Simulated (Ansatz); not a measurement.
Consider this model of amorphous Ge20S40Sb4.

```xyz
64
Lattice="11.7089 0.0102 -0.1267 0.0102 11.7849 0.2678 -0.1267 0.2678 12.2569" Properties=species:S:1:pos:R:3 pbc="T T T"
Ge    10.9744     0.5072     3.3204
Ge     0.7985     4.1672     9.7776
Ge     3.0713     3.1636     8.0877
Ge     7.8391     3.0201    11.9438
Ge     9.8337     9.0537     8.7974
Ge     4.5433     4.9804     5.7922
Ge     4.8034     8.7707    12.1004
Ge     8.2493     9.4515    11.9940
Ge    10.9280     4.2762     3.9023
Ge     4.9939     2.3695     5.5327
Ge    10.2640    11.3269     6.3100
Ge     4.6926    10.8995     7.6418
Ge     5.1480     8.2374     5.2621
Ge     1.1796    10.6267     8.5967
Ge     6.0330     1.5712     9.4628
Ge    11.0016     8.1956     2.4573
Ge     0.2160     2.3339     0.9872
Ge     3.9860     3.1426     2.4673
Ge     1.0243     8.4727    11.3984
Ge     6.0735     9.7324     2.1798
S      4.3621    10.4362     0.8864
S      5.2505     3.5349     8.5812
S      1.2941     8.8739     1.4888
S      9.7834     4.2124     1.7823
S      1.1570     5.1649    11.7378
S      1.9320     2.1920     9.8157
S      5.0662     4.6466     1.2300
S      2.6264    10.5562     6.8605
S      8.1270     1.2639     8.7322
S      8.8397     7.1068     9.0319
S      5.0201     1.4573     3.4241
S      8.6867     9.9517     7.0862
S      8.0062    10.6457     1.4053
S      4.5544    11.6773     9.7439
S      0.1987     8.6454     8.1541
S      6.5454     8.9079    10.6650
S     11.4050     0.5445     7.7098
S      5.5277     8.7817     7.4519
S      0.6747     2.3070     3.4140
S      2.9589     4.4876     3.9680
S      1.9871     5.1499     8.1383
S      6.1719    10.0479     4.3660
S      6.2468     6.3213     4.8899
S      2.8770     2.0319     0.8314
S      7.4126     5.0624    11.1134
S      8.1820     2.8586     1.9422
S      1.6971    10.7144    10.7336
S      2.8088     2.0088     6.2570
S      0.3423     5.9831     2.6865
S     10.9720     0.1042     1.1623
S     10.3377     3.8941     9.1567
S      2.9621     8.0057     4.7431
S      9.2171     1.0018     4.6583
S      9.9249    10.2922    10.7192
S      6.1454     0.5936     6.4609
S      9.2308     7.3918     0.7885
S      0.0154    10.5221     4.9038
S      3.3063     7.5006    11.1486
S      5.9109     1.8833    11.7042
S      5.8385     7.5478     1.7233
Sb     9.6917     6.0095    11.1175
Sb     9.8020     1.7827    10.4773
Sb     2.8312     6.8173     2.5099
Sb     3.5845     4.1534    11.5479
```

These are PBE-D3(BJ), scalar-relativistic without spin-orbit coupling (plane waves to 420 eV, PAW; Ansatz, an electronic-structure program) values and carry that method's errors.

The cell was made by melting and quenching with the CHGNet potential and then relaxed with DFT. The hot cell started wider than the set density and was brought back towards it in steps. It is the lowest in DFT energy of 3 quenches. It is a model cell: composition and starting density were chosen by hand, and all elements were melted together. The geometry includes D3(BJ) dispersion. Its density started from a set value of 3.01 and ended at 3.17 g/cm³. Cooling (nominally 64 K/ps over its main leg) ran many orders faster than in experiment, which tends to leave more defects and strain. Values belong to this one cell and scatter from quench to quench. Volume and shape were free in the relaxation.

Cut-offs for bonds: Ge-Ge 2.85 Å, Ge-S 2.76 Å, Ge-Sb 3.11 Å, S-S 2.39 Å, S-Sb 2.93 Å, Sb-Sb 3.34 Å.

### Question
Give the coordination numbers, mean bond lengths and angles.

### Answer

```
Quantity                                               Result
-----------------------  ------------------------------------
Mean coordination of Ge            3.75 (5 with 3, 15 with 4)
Mean coordination of S             2.15 (34 with 2, 6 with 3)
Mean coordination of Sb             3.25 (3 with 3, 1 with 4)
Mean Ge-S bond           2.296 Å (spread 0.095 Å, 72 counted)
Mean S-Sb bond           2.579 Å (spread 0.097 Å, 12 counted)
Mean Ge-Ge bond           2.662 Å (spread 0.000 Å, 1 counted)
Mean S-S bond             2.103 Å (spread 0.000 Å, 1 counted)
Bond angle at Ge                    mean 107.2°, spread 10.6°
Bond angle at S                      mean 99.9°, spread 11.1°
Bond angle at Sb                     mean 93.4°, spread 17.3°
```

### Question
Which atoms depart from the most common coordination of their element?

### Answer
Ge6 has 3 (S43 2.35 Å, S40 2.47 Å, Ge10 2.66 Å); Ge9 has 3 (S24 2.41 Å, S49 2.45 Å, S39 2.52 Å); Ge16 has 3 (S23 2.38 Å, S49 2.44 Å, S56 2.56 Å); Ge17 has 3 (S50 2.45 Å, S39 2.47 Å, S44 2.68 Å); Ge19 has 3 (S47 2.43 Å, S23 2.44 Å, S58 2.49 Å); S23 has 3 (Ge16 2.38 Å, Ge19 2.44 Å, Sb63 2.76 Å); S39 has 3 (Ge1 2.29 Å, Ge17 2.47 Å, Ge9 2.52 Å); S40 has 3 (Ge18 2.26 Å, Ge6 2.47 Å, Sb63 2.75 Å); S44 has 3 (Ge18 2.27 Å, Sb64 2.55 Å, Ge17 2.68 Å); S49 has 3 (Ge16 2.44 Å, Ge9 2.45 Å, Sb63 2.63 Å); S56 has 3 (Ge8 2.25 Å, Ge16 2.56 Å, Sb61 2.60 Å); Sb63 has 4 (S52 2.53 Å, S49 2.63 Å, S40 2.75 Å, S23 2.76 Å).
